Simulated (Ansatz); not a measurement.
## Al2Cu under a change: uniaxial strain ε_zz = −2.70 %

The parent structure is Al$_{2}$Cu (space group I4/mcm, No. 140; a = 6.006 Å, c = 4.791 Å). Axes: x, y, z lie along a, b, c of the conventional cell.

The change: uniaxial strain ε_zz = −2.70 %, all other strain components held at zero; the atoms relax in the strained cell.

Level of theory: Ansatz (a quantum-chemistry and plane-wave program) r2SCAN, no spin-orbit coupling, earlier PAW set. Γ-centred 12×12×12 mesh, Fermi–Dirac width 0.05 eV.

- Volume per atom = 14.01 Å³ (base 14.40 Å³)
- Space group = I4/mcm (No. 140) (base I4/mcm (No. 140))
- Energy relative to the base (free energy F) = +7.3 meV/atom
- Pressure (mean of the normal stresses, compression positive) = 3.4 GPa (base 0.0 GPa)
- Band gap = zero (base zero)
- Largest internal atomic displacement = 0.010 Å
- Stress (xx, yy, zz, yz, xz, xy; compression positive) = (1.9, 1.9, 6.4, 0.0, 0.0, 0.0) GPa (rough)

Final structure:

```xyz
6
Lattice="-3.0031 3.0031 2.3306 3.0031 -3.0031 2.3306 3.0031 3.0031 -2.3306" Properties=species:S:1:pos:R:3 pbc="T T T"
Al     0.9477     3.9508     0.0000
Al     0.9477     2.0554     2.3306
Al     2.0554     0.9477     0.0000
Al     2.0554    -0.9477     2.3306
Cu     0.0000     0.0000     1.1653
Cu     0.0000     0.0000     3.4959
```

Without a gap, meshes like the base's 12×12×12 leave anisotropic stresses uncertain by several tenths of a GPa, and small strain energies with them. No phonon test of stability was made. All final runs are without spin polarisation.
